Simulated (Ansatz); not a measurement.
The starting structures come from a database of crystals and need not be the phases stable at ambient conditions.

Tunnelling through a barrier is set by its complex band structure: the current falls as exp(−2κd) with the smallest κ.

```
Rb2ZrF6
1.0
    7.74743     0.00000     0.00000
    0.51835     7.73007     0.00000
    2.92805     2.73828     2.57162
Rb Zr F
2 1 6
Cartesian
  7.37695   4.48373   1.79098
  3.81688   5.98461   0.78064
  0.00000   0.00000   0.00000
  3.92301   8.60021   1.97639
  7.27082   1.86814   0.59523
  2.25032   3.26141   0.74448
  8.94351   7.20694   1.82713
  6.43372   7.17368   0.63668
  4.76011   3.29467   1.93494
```

Space group of this cell: P-3m1. The cell is taken as given.

Transport runs along the normal of the first two printed cell vectors, the (111) plane of the conventional cell.

No gap correction and no spin-orbit coupling; mid-gap values are interpolated between computed energies.

### Question
Give the band gap and the smallest decay constant κ at mid-gap that r2SCAN in Ansatz (an electronic-structure program) yields.

### Answer
Gap 7.59 eV on a 12×12×12 mesh; κ = 0.569 1/Å, at the zone centre.
